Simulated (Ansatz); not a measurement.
Base system: AlN in the wurtzite structure (space group P6_3mc, No. 186).

```yaml
crystal:
  lattice:
    - [3.08878, 0.00000, 0.00000]
    - [-1.54439, 2.67496, 0.00000]
    - [0.00000, 0.00000, 4.94326]
  atoms:
    - { symbol: Al, position: [0.33333, 0.66667, 0.00000] }
    - { symbol: Al, position: [0.66667, 0.33333, 0.50000] }
    - { symbol: N, position: [0.33333, 0.66667, 0.38200] }
    - { symbol: N, position: [0.66667, 0.33333, 0.88200] }
```

Cartesian axes are those of the cell as printed.

The values are results of Ansatz (a first-principles code) LDA, no SOC, not measurements.

For the base:

* **Electron mass**: 0.32 mₑ (at Γ)

Perturbation: the cell is compressed by 1.20 % along x with no lateral relaxation, atoms relaxed at fixed cell.

Problem. What does the calculation give for the electron mass and energy relative to the base after the change?

Solution. The electron mass goes from 0.32 mₑ (at Γ) to 0.33 mₑ along x, 0.32 mₑ along y, 0.31 mₑ along z (at Γ); the energy rises by 1.9 meV/atom.

The levels and masses belong to the bands next to the band gap. The cells carry an imposed strain or load. Effective masses come from finite differences of ±0.01 Å⁻¹. Stability against distortions was not tested.
